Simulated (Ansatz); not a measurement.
# MgO, carrier doping

The reference is MgO in the rock salt structure (space group Fm-3m, No. 225; a = 4.254 Å).

Carriers are added at fixed cell with a uniform background; the Fermi–Dirac width is that of 300 K.

Levels (all Ansatz, a quantum-chemistry and plane-wave program, PAW): PBE (420 eV, no spin-orbit coupling); PBEsol (420 eV, no spin-orbit coupling).

The base cell above is that of PBE; each level relaxes its own structures.

Notes on the quantities. Fermi level from band edge: Fermi level relative to the doped band's edge (positive inside the band; to 0.05 eV).

| case | Fermi level from band edge, PBE | Fermi level from band edge, PBEsol |
|---|---|---|
| electrons 5.0×10^20 cm⁻³ | +0.60 eV | +0.60 eV |
| electrons 3.0×10^21 cm⁻³ | +1.55 eV | +1.55 eV |
| electrons 5.0×10^21 cm⁻³ | +2.05 eV | +2.00 eV |
| electrons 2.0×10^22 cm⁻³ | +3.45 eV | +3.35 eV |
| holes 5.0×10^20 cm⁻³ | +0.05 eV | +0.05 eV |
| holes 3.0×10^21 cm⁻³ | +0.15 eV | +0.15 eV |
| holes 5.0×10^21 cm⁻³ | +0.20 eV | +0.20 eV |
| holes 2.0×10^22 cm⁻³ | +0.40 eV | +0.40 eV |

The two levels differ by at most about 0.10 eV. They put the cases in the same order.

Charged cell with a jellium background: band edges are those of the host's band count, energies are not comparable with the neutral cell, and many-body gap narrowing is missing. Stability against distortions was not tested. The base started in Pnma and relaxed to Fm-3m at this level.
